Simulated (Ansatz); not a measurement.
Worked example: self-consistent single point of a (001) slab of Bi (cut from a parent of space group no. 166; 6 atoms in the cell) in Ansatz (a quantum-chemistry and plane-wave program).

Method: PBEsol, default PAW files made with PBE (plane waves; Ansatz).

```
Bi
1.0
    4.52725     0.00000     0.00000
   -2.26363     3.92071     0.00000
    0.00000     0.00000    23.45631
Bi
6
Direct
  0.00000   0.00000   0.36618
  0.66667   0.33333   0.29843
  0.66667   0.33333   0.53387
  0.33333   0.66667   0.46613
  0.33333   0.66667   0.70157
  0.00000   0.00000   0.63382
```

Reference input (self-consistent single point, DFT, PBEsol, plane waves, default PAW files made with PBE): basis.ecutwfc = 420 eV; kpoints.mp_grid.grid = 7 7 1; hamiltonian.xc = pbesol; hamiltonian.pseudopotentials = {kind: paw} (the program's default PAW files); scf.occupations.method = gaussian; scf.occupations.width = 0.1 eV. This run's input differs from it in these lines:

Ansatz 0.2 input:
```diff
@@ -14,3 +14,3 @@
 basis:
-  ecutwfc: 420.0
+  ecutwfc: 505.0
 kpoints:
```

Output (repeated stretches shortened):

```
SCF iter   1: F=—  HF=-73451.421752 eV  |F-HF|=—  |Δ(HF+E_count)|=         —  Δρ=1.58e-3  dr2=7.42e-2  ethr=1.77e-3  ⟨swp⟩=8.8  Hψ=1840  notcnv=0
all-band conjugate gradients solve this SCF's bands
preconditioner: auto → LDOS
SCF iter   2: F=—  HF=-73451.439988 eV  |F-HF|=—  |Δ(HF+E_count)|=   1.82e-2  Δρ=2.10e-3  dr2=2.57e-1  ethr=8.24e-5  ⟨swp⟩=2.5  Hψ=914  notcnv=0  defer=27
   [... lines left out ...]
SCF iter   4: F=—  HF=-73451.414842 eV  |F-HF|=—  |Δ(HF+E_count)|=   1.24e-3  Δρ=1.61e-4  dr2=1.95e-4  ethr=1.51e-5  ⟨swp⟩=1.9  Hψ=451  notcnv=0  defer=27
SCF iter   5: F=—  HF=-73451.414797 eV  |F-HF|=—  |Δ(HF+E_count)|=   4.52e-5  Δρ=3.36e-5  dr2=8.32e-6  ethr=2.16e-7  ⟨swp⟩=2.0  Hψ=756  notcnv=0  defer=27
SCF iter   6: F=—  HF=-73451.414697 eV  |F-HF|=—  |Δ(HF+E_count)|=   9.94e-5  Δρ=1.23e-5  dr2=1.76e-6  ethr=9.24e-9  ⟨swp⟩=2.0  Hψ=793  notcnv=0  defer=9
SCF iter   7: F=-73451.414698 eV  HF=-73451.414697 eV  |F-HF|=1.44e-7  |Δ(HF+E_count)|=   7.28e-8  Δρ=3.25e-6  dr2=4.42e-8  ethr=1.11e-10  ⟨swp⟩=12.5  Hψ=2578  notcnv=0
SCF 1 converged in 7 iterations: F = -73451.414698 eV  dr2 = 4.42e-8
Free energy (F): -73451.414698 eV
Internal energy: -73451.410370 eV  (E = F + TS)
E sigma→0 (E₀):  -73451.412534 eV
Entropy (-TS):   -0.004328 eV (-0.721 meV/atom)
Fermi energy:    2.782786 eV
--- Forces (eV/Å), atoms counted from 1 ---
  atom   1  Bi     0.00000000    -0.00000000     0.07203338
  atom   2  Bi     0.00000000     0.00000000    -0.06228656
  atom   3  Bi     0.00000000    -0.00000000     0.05428923
  atom   4  Bi     0.00000000     0.00000000    -0.05428923
  atom   5  Bi     0.00000000    -0.00000000     0.06228656
  atom   6  Bi     0.00000000     0.00000000    -0.07203338
--- Stress (GPa, compression-positive) ---
       -0.707534       0.000000       0.000000
        0.000000      -0.707534      -0.000000
        0.000000      -0.000000       0.085835
  P = ⅓ Tr σ = -0.4431 GPa (-4.431 kbar)
  The stress holds the Pulay correction. Without it, at fixed plane waves, as pw.x and ABINIT print it: P = -0.4464 GPa
```

The run converged in 7 iterations. Against the reference run the free energy goes down by 1.1 meV/atom and the largest force stays at 0.072 eV/Å.

The starting cell has typed, rounded lattice constants, without a prior relaxation at this level. The slab is cut from that crystal, and its faces are unrelaxed. Its lattice was rescaled by up to half a per cent. Spin-orbit coupling is off.
